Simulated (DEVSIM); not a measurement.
System: W/Si3N4/p-Ge capacitor, at 400 K.

| layer (left to right) | material | thickness (nm) | Na (cm⁻³) |
|---|---|---|---|
| 1 | Si3N4 | 9.60 | - |
| 2 | Ge | 5700 | 1.1e16 |

Metal gate on the left, work function 4.6 eV. Fixed charge at the semiconductor interface 1.6e11 cm⁻² (in units of +e); no interface traps.

The device is made up for the run: typed textbook-type constants, with dimensions and the other settings drawn at random. Values at 300 K; Nc and Nv go as T^1.5, mobilities as T to minus their exponent, the gap by Varshni's rule with the affinity fixed.

```
parameter         Si3N4        Ge
----------------  -----  --------
gap (eV)            5.1     0.664
affinity (eV)       2.1         4
permittivity        7.5        16
Nc (cm⁻³)             -   1.04e19
Nv (cm⁻³)             -      6e18
Varshni α (eV/K)      -  0.000477
Varshni β (K)         -       235
```

Simulated with DEVSIM: 1D Poisson equation in equilibrium, Boltzmann statistics, complete ionisation; no quantum confinement or tunnelling. Metal contacts follow the ideal Schottky-Mott rule: no Fermi-level pinning, no interface dipoles.

Q: Give the band bending (positive: bands bend down) and minority sheet density.

A: 
| Vg (V) | ψs (V) | minority carriers (cm⁻²) |
|---|---|---|
| -0.6 | -0.230 | 1.0e11 |
| -0.45 | -0.212 | 1.0e11 |
| -0.3 | -0.187 | 1.0e11 |
| -0.15 | -0.152 | 1.0e11 |
| 0 | -0.099 | 1.0e11 |
| 0.15 | -0.014 | 1.0e11 |
| 0.3 | 0.101 | 1.1e11 |
| 0.45 | 0.212 | 2.2e11 |
| 0.6 | 0.280 | 5.6e11 |
| 0.75 | 0.320 | 1.0e12 |
| 0.9 | 0.348 | 1.6e12 |
| 1.05 | 0.368 | 2.1e12 |
| 1.2 | 0.384 | 2.7e12 |
